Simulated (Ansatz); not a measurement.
Worked example: self-consistent single point of BaTiO₃ (P4mm, 5 atoms in the cell) in Ansatz (a quantum-chemistry and plane-wave program).

Method: PBE (plane waves, PAW; Ansatz).

```
CELL_PARAMETERS angstrom
      4.02151     0.00000     0.00000
      0.00000     4.02151     0.00000
      0.00000     0.00000     4.13466
ATOMIC_POSITIONS crystal
  Ba 0.50000 0.50000 0.58254
  Ti 0.00000 0.00000 0.10004
  O  0.00000 0.50000 0.06422
  O  0.50000 0.00000 0.06422
  O  0.00000 0.00000 0.54897
```

Reference input (self-consistent single point, DFT, PBE0, plane waves, default PAW files made with PBE): basis.ecutwfc = 420 eV; kpoints.mp_grid.grid = 5 5 5; hamiltonian.xc = pbe0; hamiltonian.pseudopotentials = {kind: paw} (the program's default PAW files); scf.occupations.method = gaussian; scf.occupations.width = 0.05 eV. This run's input differs from it in these lines:

Ansatz 0.2 input:
```diff
@@ -18,3 +18,3 @@
 hamiltonian:
-  xc: pbe0
+  xc: pbe
   pseudopotentials:
```

Output (repeated stretches shortened):

```
SCF iter   1: F=—  HF=-10159.602502 eV  |F-HF|=—  |Δ(HF+E_count)|=         —  Δρ=1.56e-3  dr2=1.13e-3  ethr=1.77e-3  ⟨swp⟩=5.9  Hψ=2220  notcnv=0
all-band conjugate gradients solve this SCF's bands
preconditioner: auto → Resta (q_TF=auto, 2.504 Å⁻¹)
SCF iter   2: F=—  HF=-10159.602858 eV  |F-HF|=—  |Δ(HF+E_count)|=   3.56e-4  Δρ=7.31e-4  dr2=2.54e-4  ethr=2.82e-6  ⟨swp⟩=2.0  Hψ=923  notcnv=0
   [... lines left out ...]
SCF iter   4: F=—  HF=-10159.603443 eV  |F-HF|=—  |Δ(HF+E_count)|=   4.08e-4  Δρ=4.14e-5  dr2=7.16e-7  ethr=4.19e-8  ⟨swp⟩=2.1  Hψ=766  notcnv=0
iter 5 did not close the SCF: its close was put off for the readings that it lacked (scf_convergence_deferred on its scf_iter line)
SCF iter   5: F=-10159.603444 eV  HF=-10159.603444 eV  |F-HF|=1.41e-8  |Δ(HF+E_count)|=   2.86e-7  Δρ=8.58e-6  dr2=5.99e-8  ethr=1.79e-9  ⟨swp⟩=2.1  Hψ=736  notcnv=0
SCF iter   6: F=-10159.603444 eV  HF=-10159.603444 eV  |F-HF|=7.39e-10  |Δ(HF+E_count)|=   7.99e-9  Δρ=3.50e-6  dr2=8.27e-9  ethr=1.50e-10  ⟨swp⟩=6.7  Hψ=2199  notcnv=0
SCF 1 converged in 6 iterations: F = -10159.603444 eV  dr2 = 8.27e-9
Free energy (F): -10159.603444 eV
Internal energy: -10159.603444 eV  (E = F + TS)
E sigma→0 (E₀):  -10159.603444 eV
Fermi energy:    10.670247 eV
--- Forces (eV/Å), atoms counted from 1 ---
  atom   1  Ba    -0.00000000     0.00000000     0.04881539
  atom   2  Ti     0.00000000     0.00000000     0.31758576
  atom   3  O     -0.00000000     0.00000000    -0.03627862
  atom   4  O      0.00000000     0.00000000    -0.03627862
  atom   5  O      0.00000000     0.00000000    -0.29387776
--- Stress (GPa, compression-positive) ---
       -2.274236       0.000000       0.000000
        0.000000      -2.274236       0.000000
       -0.000000       0.000000      -2.110847
  P = ⅓ Tr σ = -2.2198 GPa (-22.198 kbar)
  The stress holds the Pulay correction. Without it, at fixed plane waves, as pw.x and ABINIT print it: P = -2.7446 GPa
```

The run converged in 6 iterations.  The full log also holds: “iter 5 did not close the SCF: its close was put off for the readings that it lacked (scf_convergence_deferred on its scf_iter line)”.

The starting cell comes from a database of computed structures (which also holds hypothetical and non-ambient phases and stackings), without a prior relaxation at this level. Its lattice was rescaled by a random factor within 2.5 % of one. Ansatz's pressure includes its estimate of the finite-basis (Pulay) stress. Without the estimate this run gives -2.74 GPa.
